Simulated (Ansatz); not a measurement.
**Effect of biaxial strain −1.54 %, plane normal [001], relaxed out of plane on SiC**

Base system: SiC (space group P6_3mc, No. 186; a = 3.078 Å, c = 10.077 Å). Axes: x lies along a and z along c of the hexagonal cell.

Modification: compressive biaxial strain of 1.54 % in the plane normal to [001], as in epitaxy on a mismatched substrate; the out-of-plane cell vector and the atoms relax.

The values are results of r2SCAN (Ansatz, a quantum-chemistry and plane-wave program, PAW, scalar-relativistic without spin-orbit coupling), earlier PAW set, not measurements. Settings: 12×12×4 k-points, 0.05 eV Fermi–Dirac smearing.

```csv
quantity,base,changed,shift
volume per atom,10.33 Å³,10.05 Å³,-0.287 Å³
space group,P6_3mc (No. 186),P6_3mc (No. 186),–
shortest interatomic distance,1.883 Å,1.861 Å,-0.022 Å
"pressure (mean of the normal stresses, compression positive)",0.0 kbar,68.7 kbar,+68.7 kbar
band gap,2.60 eV,2.48 eV,-0.12 eV
gap character,"indirect, Γ → M","indirect, Γ → M",–
smallest direct gap,3.78 eV,3.72 eV,-0.053 eV
width of the top valence band,2.56 eV,2.74 eV,+0.186 eV
electron mass,–,"0.50 mₑ along k, 0.29 mₑ across (at M)",–
"valence-band top at Γ (three highest levels, from the VBM)","0.00, 0.00, -0.05 eV","0.00, 0.00, -0.25 eV",–
out-of-plane strain,–,+0.28 %,–
ratio −ε⊥/ε∥,–,0.18,–
```

Effective masses come from finite differences of ±0.01 Å⁻¹. Along k means along the line from Γ to the band edge. No phonon test of stability was made.
